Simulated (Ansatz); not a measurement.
Take GaN in the zinc blende structure (space group F-43m, No. 216; a = 4.498 Å) as the base. Axes: x, y, z lie along the cube axes.

All numbers come from Ansatz (a program for electronic structure) r2SCAN, no spin-orbit coupling.

For the base:

| Quantity | Result |
|---|---|
| Shortest interatomic distance | 1.948 Å |
| Valence-band top at Γ | 0.00, 0.00, 0.00 eV |

The change: uniaxial stress, 1 GPa tension along z, with the cell and atoms free to relax against it.

Q: Estimate the effect on the shortest interatomic distance, valence-band top at Γ and strain response.

A: The shortest interatomic distance is nearly the same (1.948 Å against 1.949 Å); the valence-band top at Γ (three highest levels, from the VBM) changes from 0.00, 0.00, 0.00 eV to 0.00, 0.00, -0.04 eV; the strain response (xx, yy, zz) is (−0.19, −0.19, +0.55) %.

The levels and masses belong to the bands next to the band gap. Beyond what the load breaks, stability against distortions was not tested. This is not the structure that GaN has at room temperature and ambient pressure.
